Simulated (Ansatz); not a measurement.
A periodic model of amorphous Si$_{16}$Al$_{8}$O$_{44}$:

```
CELL_PARAMETERS angstrom
      9.30940     0.00000     0.00000
      0.00000     9.30940     0.00000
      0.00000     0.00000     9.30940
ATOMIC_POSITIONS crystal
  Si 0.38121 0.51414 0.38649
  Si 0.52657 0.95144 0.84319
  Si 0.43841 0.97161 0.52638
  Si 0.46901 0.32567 0.13999
  Si 0.62209 0.83183 0.10283
  Si 0.41330 0.29679 0.62123
  Si 0.84742 0.61101 0.11943
  Si 0.54401 0.57708 0.63096
  Si 0.08371 0.45129 0.66458
  Si 0.95731 0.32377 0.13878
  Si 0.31827 0.84223 0.06936
  Si 0.58618 0.08445 0.27469
  Si 0.13187 0.86957 0.56008
  Si 0.97919 0.07385 0.95463
  Si 0.02245 0.86572 0.18060
  Si 0.80486 0.54090 0.79668
  Al 0.72322 0.34379 0.46114
  Al 0.20828 0.53380 0.11281
  Al 0.96203 0.15315 0.66632
  Al 0.70507 0.24014 0.91983
  Al 0.21134 0.31105 0.89639
  Al 0.95341 0.11457 0.38838
  Al 0.93645 0.60004 0.49137
  Al 0.26465 0.67677 0.80373
  O  0.99889 0.68650 0.17799
  O  0.19549 0.89915 0.17832
  O  0.78090 0.37053 0.80634
  O  0.28774 0.89655 0.48157
  O  0.13630 0.14311 0.95875
  O  0.57360 0.38780 0.60287
  O  0.49288 0.42638 0.28314
  O  0.36778 0.93608 0.92874
  O  0.85835 0.21793 0.52619
  O  0.71876 0.70986 0.17906
  O  0.42362 0.14527 0.54020
  O  0.48177 0.63065 0.47536
  O  0.25267 0.68866 0.99897
  O  0.16596 0.81170 0.72072
  O  0.32277 0.40316 0.51401
  O  0.96461 0.91508 0.02227
  O  0.60369 0.33991 0.03711
  O  0.88898 0.06337 0.80694
  O  0.18699 0.50376 0.79598
  O  0.50019 0.90443 0.67582
  O  0.69247 0.63344 0.70066
  O  0.07141 0.41626 0.03983
  O  0.77807 0.51925 0.44572
  O  0.66796 0.99423 0.14811
  O  0.59919 0.10606 0.84784
  O  0.87083 0.20150 0.03596
  O  0.44352 0.15988 0.20031
  O  0.07248 0.46824 0.49469
  O  0.32541 0.38608 0.05412
  O  0.45927 0.79891 0.16040
  O  0.62454 0.83012 0.92737
  O  0.02574 0.24179 0.27203
  O  0.84226 0.61690 0.94686
  O  0.69062 0.21107 0.32887
  O  0.55353 0.96060 0.39574
  O  0.35976 0.27828 0.78086
  O  0.94681 0.56688 0.69453
  O  0.02305 0.76378 0.47800
  O  0.93344 0.95646 0.29491
  O  0.84134 0.44795 0.17968
  O  0.07405 0.28895 0.72831
  O  0.25648 0.57765 0.28643
  O  0.05615 0.03523 0.54777
  O  0.43064 0.61452 0.75277
```

Methods: PBE, scalar-relativistic without spin-orbit coupling (Ansatz, a program for electronic structure); r2SCAN, scalar-relativistic without spin-orbit coupling (Ansatz). Neutral PBE cell, which sets geometry, pressure and energy: sampling: a 2×2×2 Γ-centred mesh; Fermi-Dirac width 0.02 eV; no spin polarisation.

It comes from a melt-quench run on a machine-learned potential (CHGNet), relaxed afterwards by DFT. O atoms were pushed apart under 1.9 Å during the dynamics, to hinder bonds among them. It is the lowest in DFT energy of 2 quenches. It is a model cell: composition and starting density were chosen by hand, and all elements were melted together. No dispersion term was used. Its density started from a set value of 2.82 and ended at 2.82 g/cm³. The quench (nominally 280 K/ps over its main leg) was far faster than any real one, so the model tends to hold more defects than a real film. One small periodic cell is one sample of the glass; other quenches scatter about these values. The volume was held where the preparation left it.

### Question
Give the pressure, the energy against reference phases and the spacing of the highest filled and lowest empty levels.

### Answer

```yaml
Pressure on a 2×2×2 Γ-centred mesh: 5.37 GPa
Largest force and stress component on that mesh (the relaxation ran on the zone centre alone): 0.04 eV/Å and 7.6 GPa
Energy relative to alpha cristobalite + corundum (lowest mix at this level among the phases computed, not always the ambient ones): 178 meV/atom
Level gap on a 2×2×2 Γ-centred mesh (PBE): 4.42 eV
Level gap at the zone centre (PBE): 4.42 eV
Level gap at the zone centre (r2SCAN): 5.05 eV
Distance between the nearest levels spread over more than a fifth of the atoms or a third of the atoms of their main element (six at least) (PBE, zone centre): 4.75 eV
```

### Question
At PBE and the zone centre, how localised are the states just below and above the Fermi level (participation number: the atoms over which a state spreads)?

### Answer
The highest filled state is spread over 3.1 atoms' worth, largest on O47, with weights by element (charge in smoothed Voronoi cells) O 0.94, Al 0.04, Si 0.02. The lowest empty state is spread over 62.0 atoms' worth, largest on Al22, with weights by element (charge in smoothed Voronoi cells) O 0.66, Si 0.18, Al 0.16.

At PBE the levels at the filled edge of the gap are localised (band-tail or defect states), and the nearest spread-out levels lie 4.8 eV apart at the zone centre.

Cut-offs for bonds: Si-Si 2.60 Å, Si-Al 2.55 Å, Si-O 1.94 Å, Al-Al 2.66 Å, Al-O 2.24 Å, O-O 1.58 Å. Two cations that share two anions don't count as bonded, nor two that share one unless they lie closer than Si-Si 2.38 Å, Si-Al 2.48 Å, Al-Al 2.59 Å.
